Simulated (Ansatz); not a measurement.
Cl on the 1x1 (110) surface of bcc Mo, one in a 1x1 cell, energies for each (7.1 Å²). Energies are against ½ Cl2(g), without zero-point or thermal terms; each row is named by its start.

These are PBE (plane waves to 420 eV, PAW; Ansatz, a program for electronic structure) values and carry that method's errors.

Slab: 5 atoms, 6.5 Å thick at the start under the adsorbate (thin: gaps and levels are the slab's own); k 12x12x1, smearing 0.1 eV, dipole-corrected; 2 atoms held, the rest relaxed; each run with such symmetry as its start has; no spin, no spin-orbit, no U, no dispersion correction.

A negative adsorption energy means that the adsorbate is more stable on the surface than in its reference. Heights count from the host atoms within 0.3 Å of the top one.

```json
[
 {"starting site": "top Mo", "E_ads (eV)": "-1.06", "height (Å)": "2.26", "nearest host atom (Å)": "Mo 2.26", "bonded to": "Mo", "Δ work function (eV)": "0.93", "lateral drift (Å)": "0.0"},
 {"starting site": "hollow Mo-Mo-Mo", "E_ads (eV)": "…", "height (Å)": "…", "nearest host atom (Å)": "Mo 2.43", "bonded to": "3 Mo", "Δ work function (eV)": "-0.38", "lateral drift (Å)": "0.1"},
 {"starting site": "bridge Mo-Mo (span 2.7 Å)", "E_ads (eV)": "-1.30", "height (Å)": "1.99", "nearest host atom (Å)": "Mo 2.42", "bonded to": "2 Mo", "Δ work function (eV)": "0.12", "lateral drift (Å)": "0.0"},
 {"starting site": "bridge Mo-Mo (span 3.2 Å)", "E_ads (eV)": "-0.84", "height (Å)": "1.96", "nearest host atom (Å)": "Mo 2.52", "bonded to": "4 Mo", "Δ work function (eV)": "…", "lateral drift (Å)": "0.0"}
]
```

What belongs in the gaps?


- hollow Mo-Mo-Mo, E_ads (eV): -1.36
- hollow Mo-Mo-Mo, height (Å): 1.89
- bridge Mo-Mo (span 3.2 Å), Δ work function (eV): 0.16
